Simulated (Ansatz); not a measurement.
Structures of equal composition on the (000-1) surface of 4H silicon carbide (C plane on top): 2x2 Si adatom at H3; 2x2 Si adatom at T1; 2x2 Si adatom at T4. The slabs share one bottom face, and each structure is named by its start. These are constructed structures in small cells; real faces may alloy, dewet or reconstruct in larger ones, and not all known structures of the face are among them. Slabs of about 11 Å, Fermi-Dirac smearing of 0.025 eV. Bottom of the slabs: H caps. Relaxed from the named starts with such symmetry as they have, on meshes of like density; energies extrapolated to zero smearing; spin only where a row says so; no spin-orbit coupling, no U. Brackets mark spin-polarised runs, whose order is one that fits the cell. Where a second, spin-polarised start was run, the lower counts.

All values below come from PBE (plane waves to 420 eV, PAW; Ansatz, an electronic-structure program).

Task: Rank these by energy per 1x1 cell (lowest first), as PBE gives it.

Result: 2x2 Si adatom at H3 (0.000 eV), 2x2 Si adatom at T4 (0.289 eV, a narrow gap of 0.08 eV by band count), 2x2 Si adatom at T1 (0.677 eV, no gap on the mesh)
